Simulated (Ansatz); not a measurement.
**Pt (R-3m): band-structure transport figures**

```
CELL_PARAMETERS angstrom
     -0.00852     1.95451     1.95451
      1.95451    -0.00852     1.95451
      1.95451     1.95451    -0.00852
ATOMIC_POSITIONS crystal
  Pt 0.00000 0.00000 0.00000
```

Method: PBEsol, rigid bands (plane waves, PAW, scalar-relativistic; Ansatz, a first-principles code). Condition of this run: uniaxial stress along [111] of 1 GPa (compression positive) (the target of the relaxation). Geometry: cell and atoms relaxed with PBEsol, then loaded as said.

| Item | Result |
|---|---|
| density of states at the Fermi level | 1.99 states/(eV·cell), both spins |
| bare Sommerfeld coefficient | 4.7 mJ/(mol of atoms·K²) |
| Drude plasma energy | 8.9 eV |
| root-mean-square Fermi velocity | 4.8e5 m/s |
| resistivity times τ | 6.2 ×10⁻²² Ω·m·s |
| resistivity times mean free path | 3.4 ×10⁻¹⁶ Ω·m² |

A metal at this level (no band gap); rigid bands, thermally averaged at 300 K, both spins. Spin-orbit coupling is left out, which matters with elements this heavy. τ is one relaxation time for all states; the product of resistivity and mean free path takes one path for all states instead.
